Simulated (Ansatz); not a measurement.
Base system: Si (space group P4_32_12, No. 96; a = 5.680 Å, c = 6.827 Å; a hypothetical phase, not in the database extracts checked).

The values are results of plane-wave PAW DFT at the PBE level (Ansatz, a program for electronic structure, 420 eV), without spin-orbit coupling, not measurements.

For the base:

- Lattice parameter a: 10.734 bohr

Modification: a hydrostatic pressure of 5 GPa.

What does the calculation give for the lattice parameter a after the change?

The lattice parameter a falls by 0.1687 bohr (10.734 bohr → 10.566 bohr).

Load acts through the strain it causes; cell and atoms are relaxed under it. Stability against distortions was not tested. Competing high-pressure phases were not computed.
